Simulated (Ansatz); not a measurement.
Ansatz (a first-principles code) run on Ag2NClO3 (Pnma, 28 atoms in the cell): self-consistent single point.

Level of theory: LDA (PW92), default PAW files made with PBE (plane waves; Ansatz).

```yaml
crystal:
  lattice:
    - [6.61200, 0.00000, 0.00000]
    - [0.00000, 5.07705, 0.00000]
    - [0.00000, 0.00000, 12.40503]
  atoms:
    - { symbol: Cl, position: [0.38923, 0.75000, 0.08872] }
    - { symbol: Cl, position: [0.11077, 0.25000, 0.58872] }
    - { symbol: Cl, position: [0.88923, 0.75000, 0.41128] }
    - { symbol: Cl, position: [0.61077, 0.25000, 0.91128] }
    - { symbol: O, position: [0.20774, 0.25000, 0.29115] }
    - { symbol: O, position: [0.29226, 0.75000, 0.79115] }
    - { symbol: O, position: [0.70774, 0.25000, 0.20885] }
    - { symbol: O, position: [0.79226, 0.75000, 0.70885] }
    - { symbol: N, position: [0.35484, 0.25000, 0.35224] }
    - { symbol: N, position: [0.14516, 0.75000, 0.85224] }
    - { symbol: N, position: [0.85484, 0.25000, 0.14776] }
    - { symbol: N, position: [0.64516, 0.75000, 0.64776] }
    - { symbol: Ag, position: [0.26723, 0.25000, 0.03658] }
    - { symbol: Ag, position: [0.23277, 0.75000, 0.53658] }
    - { symbol: Ag, position: [0.76723, 0.25000, 0.46342] }
    - { symbol: Ag, position: [0.73277, 0.75000, 0.96342] }
    - { symbol: O, position: [0.42868, 0.46010, 0.38194] }
    - { symbol: O, position: [0.07132, 0.53990, 0.88194] }
    - { symbol: O, position: [0.92868, 0.03990, 0.11806] }
    - { symbol: O, position: [0.57132, 0.96010, 0.61806] }
    - { symbol: O, position: [0.57132, 0.53990, 0.61806] }
    - { symbol: O, position: [0.92868, 0.46010, 0.11806] }
    - { symbol: O, position: [0.07132, 0.96010, 0.88194] }
    - { symbol: O, position: [0.42868, 0.03990, 0.38194] }
    - { symbol: Ag, position: [0.14538, 0.75000, 0.25441] }
    - { symbol: Ag, position: [0.35462, 0.25000, 0.75441] }
    - { symbol: Ag, position: [0.64538, 0.75000, 0.24559] }
    - { symbol: Ag, position: [0.85462, 0.25000, 0.74559] }
```

Reference input (self-consistent single point, DFT, LDA (PW92), plane waves, default PAW files made with PBE): basis.ecutwfc = 420 eV; kpoints.mp_grid.grid = 3 4 2; hamiltonian.xc = lda; hamiltonian.pseudopotentials = {kind: paw} (the program's default PAW files); scf.occupations.method = cold; scf.occupations.width = 0.2 eV. This run's input differs from it in these lines:

Ansatz 0.2 input:
```diff
@@ -35,3 +35,3 @@
 basis:
-  ecutwfc: 420.0
+  ecutwfc: 170.0
 kpoints:
```

Log, with long lists cut:

```
SCF iter   1: F=—  HF=-71617.870059 eV  |F-HF|=—  |Δ(HF+E_count)|=         —  Δρ=2.68e-1  dr2=1.61e2  ethr=1.77e-3  ⟨swp⟩=5.2  Hψ=7133  notcnv=0  defer=24
all-band conjugate gradients solve this SCF's bands
preconditioner: auto → LDOS
SCF iter   2: F=—  HF=-71572.533115 eV  |F-HF|=—  |Δ(HF+E_count)|=    4.53e1  S|Δr|=    0.00e0  Δρ=1.53e-1  dr2=7.32e1  ethr=1.77e-3  ⟨swp⟩=3.5  Hψ=5681  notcnv=0  defer=250
   [... lines left out ...]
SCF iter   8: F=—  HF=-71540.049793 eV  |F-HF|=—  |Δ(HF+E_count)|=   2.59e-5  S|Δr|=   4.89e-7  Δρ=3.92e-5  dr2=7.93e-6  ethr=8.45e-8  ⟨swp⟩=2.0  Hψ=2665  notcnv=0  defer=248
SCF iter   9: F=—  HF=-71540.049776 eV  |F-HF|=—  |Δ(HF+E_count)|=   1.67e-5  S|Δr|=   8.31e-8  Δρ=1.73e-5  dr2=1.15e-6  ethr=2.91e-9  ⟨swp⟩=2.0  Hψ=3171  notcnv=0  defer=248
SCF iter  10: F=-71540.049776 eV  HF=-71540.049776 eV  |F-HF|=4.83e-9  |Δ(HF+E_count)|=   2.77e-7  S|Δr|=   1.99e-8  Δρ=4.29e-6  dr2=7.76e-8  ethr=3.68e-11  ⟨swp⟩=12.0  Hψ=10331  notcnv=0
SCF 1 converged in 10 iterations: F = -71540.049776 eV  dr2 = 7.76e-8
Stability not checked (fill_not_monotonic)
Free energy (F): -71540.049776 eV
F+E_penalty+E_count: -71540.049779 eV  (lagrangian_ev)
Internal energy: -71540.049776 eV  (E = F + TS)
E sigma→0 (E₀):  -71540.049776 eV
Entropy (-TS):   0.000000 eV (0.000 meV/atom)
Fermi energy:    7.468522 eV
--- Forces (eV/Å), atoms counted from 1 ---
  atom   1  Cl    -0.07498124    -0.00000000     0.33634168
  atom   2  Cl     0.07498124     0.00000000     0.33634168
  atom   3  Cl    -0.07498124    -0.00000000    -0.33634168
   [... lines left out ...]
  atom  28  Ag    -0.06882570    -0.00000000     0.10092061
--- Stress (GPa, compression-positive) ---
      -16.595238       0.000000       0.000000
        0.000000     -19.567940       0.000000
        0.000000       0.000000     -12.704440
  P = ⅓ Tr σ = -16.2892 GPa (-162.892 kbar)
  The stress holds the Pulay correction. Without it, at fixed plane waves, as pw.x and ABINIT print it: P = -566.5454 GPa
```

The run converged in 10 iterations. Against the reference run the free energy rises by 15.6 eV/atom, the pressure goes from -2.25 to -16.29 GPa, the largest force goes from 1.601 to 1.688 eV/Å and the gap on the mesh goes from 1.480 to 1.413 eV.

The starting cell comes from a database of published, mostly measured structures (it also holds non-ambient and calculated ones), without a prior relaxation at this level. Its lattice was rescaled by a random factor within 2.5 % of one. Forces in this geometry exceed 1 eV/Å. Ansatz's pressure includes its estimate of the finite-basis (Pulay) stress. Without the estimate this run gives -566.55 GPa. The cutoff lies below the one recommended for these files.
